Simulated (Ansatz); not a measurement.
## Band gap of InTeBr (model structure, started from the BiTeI type, P3m1, No. 156, 3 atoms in the cell) at several levels of theory

No measured value is used here.

```csv
level (code),value (eV)
LDA (Ansatz),0.59
PBE+SOC (Ansatz),0.42 (indirect)
PBEsol+SOC (Ansatz),0.36 (indirect)
HSE06+SOC (Ansatz),1.02 (indirect)
PBE0 (Ansatz),2.00
```

Computed values are for a static lattice. Levels without +SOC have no spin–orbit coupling; where heavier elements are present it shifts gaps, mostly down, and can invert bands.  Values are at the PBE-D3(BJ) cell. Cutoffs and k meshes differ between the levels. Ansatz's density-functional and Hartree–Fock values are scalar-relativistic unless marked +SOC, with PAW data made under PBE.

A model structure was made by putting elements into a prototype or built by hand; it is no filed structure, need not be a known phase, and can be a saddle point held by its symmetry.

Ansatz is a quantum-chemistry and plane-wave program.
